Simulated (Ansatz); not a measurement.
Take SrB₆ (space group Pm-3m, No. 221; a = 4.173 Å) as the base. Axes: x, y, z lie along the cube axes.

All numbers come from plane-wave PAW DFT at the PBEsol level (Ansatz, a program for electronic structure, 420 eV), scalar-relativistic without spin-orbit coupling.

Strains are applied to the cell and any free atomic positions relax; under biaxial strain the out-of-plane vector relaxes too.

One change was made to it. Results:

The energy increases by 1.4 meV/atom; the pressure (mean of the normal stresses, compression positive) goes from zero to -1.6 GPa; the shortest interatomic distance rises by 0.0083 Å (1.692 Å → 1.701 Å).

### Question
Which change produced these results?
A. biaxial strain +0.91 %, plane normal [111], relaxed out of plane
B. biaxial strain +2.58 %, plane normal [111], relaxed out of plane
C. biaxial strain −2.11 %, plane normal [001], relaxed out of plane

### Answer
A, biaxial strain +0.91 %, plane normal [111], relaxed out of plane. For comparison, the energy relative to the base in the other runs: biaxial strain +2.58 %, plane normal [111], relaxed out of plane gives +11 meV/atom; biaxial strain −2.11 %, plane normal [001], relaxed out of plane gives +13 meV/atom.

A case with no gap was solved on a k-mesh chosen for an insulator, which is coarse for it. Whether these cells are dynamically stable was not tested. The final runs are not spin-polarised. Gaps under 0.05 eV, about the width of the smearing, are given as zero.
